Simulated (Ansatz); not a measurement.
InSbO4 (model structure, started from the BPO4 type, I-4, No. 82, 6 atoms in the cell)

The numbers are results of PBE0 (Ansatz, a quantum-chemistry and plane-wave program, plane waves, PAW), not measurements.

Settings: plane-wave cutoff 460 eV, 6×6×6 k mesh, Fermi–Dirac smearing 0.01 eV, scalar-relativistic PAW data made under PBE.

Cell (relaxed with PBEsol):

```yaml
crystal:
  lattice:
    - [-2.92947, 2.92947, 3.88285]
    - [2.92947, -2.92947, 3.88285]
    - [2.92947, 2.92947, -3.88285]
  atoms:
    - { symbol: In, position: [0.25000, 0.75000, 0.50000] }
    - { symbol: Sb, position: [0.00000, 0.00000, 0.00000] }
    - { symbol: O, position: [0.27573, 0.35726, 0.37841] }
    - { symbol: O, position: [0.64274, 0.02115, 0.91847] }
    - { symbol: O, position: [0.97885, 0.89732, 0.62159] }
    - { symbol: O, position: [0.10268, 0.72427, 0.08153] }
```

| Quantity | Value |
|---|---|
| band gap | 4.67 eV (on the SCF k mesh) |

Note: the relaxation could raise the start's symmetry but not lower it, so the cell can be a saddle point; cell and atoms aren't relaxed at this level (largest force component 0.38 eV/Å, pressure -1.8 GPa).

Spin–orbit coupling is not included.

The computed numbers hold no vibrational or temperature effects.

It cost very roughly 12 core-minutes of CPU time.

A model structure was made by putting elements into a prototype or built by hand; it is no filed structure, need not be a known phase, and can be a saddle point held by its symmetry.
